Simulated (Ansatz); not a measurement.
Take ZnSe in the zinc blende structure (space group F-43m, No. 216; a = 5.6333 Å) as the base. Axes: x, y, z lie along the cube axes.

The values are results of PBEsol (Ansatz, an electronic-structure program), no spin-orbit coupling, not measurements.

For the base:

| Item | Result |
|---|---|
| Band gap | 1.24 eV |
| Shortest interatomic distance | 2.439 Å |
| Gap character | direct at Γ |

It is then changed as follows: the cell is stretched by 1.50 % along z with no lateral relaxation; the atoms relax in the strained cell.

### Question
What does the calculation give for the band gap, energy relative to the base, shortest interatomic distance and gap character after the change?

### Answer
The band gap shrinks by 0.08 eV (1.24 eV → 1.16 eV); the energy rises by 1.4 meV/atom; the shortest interatomic distance goes up by 0.0123 Å to 2.452 Å; the gap character is still direct at Γ.

Stability against distortions was not tested. k-point labels follow each cell's own Brillouin zone.
